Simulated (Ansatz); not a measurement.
The reference is KF in the rock salt structure (space group Fm-3m, No. 225; a = 5.421 Å).

Now apply this change: cell and atoms relaxed at a pressure of 0.7 GPa.

All numbers come from PBE (Ansatz, a quantum-chemistry and plane-wave program, PAW, scalar-relativistic without spin-orbit coupling).

Base, band edges from the VBM (valence, conduction): X -0.07, 8.17; W -0.17, 9.59; L -0.31, 8.90; Γ 0.00, 5.96; K -0.19, 8.86; U -0.19, 8.86 eV.

Q: Give the band edges at the high-symmetry points of the new zone, measured from its valence-band maximum.

A: 
```json
[
 {"point": "Γ", "valence edge (eV)": "0.00", "conduction edge (eV)": "6.08"},
 {"point": "X", "valence edge (eV)": "-0.06", "conduction edge (eV)": "8.20"},
 {"point": "U", "valence edge (eV)": "-0.19", "conduction edge (eV)": "8.91"},
 {"point": "K", "valence edge (eV)": "-0.19", "conduction edge (eV)": "8.91"},
 {"point": "L", "valence edge (eV)": "-0.33", "conduction edge (eV)": "8.99"},
 {"point": "W", "valence edge (eV)": "-0.17", "conduction edge (eV)": "9.67"}
]
```

The gap is 6.08 eV, direct at Γ.

Load acts through the strain it causes; cell and atoms are relaxed under it. Stability against distortions was not tested.
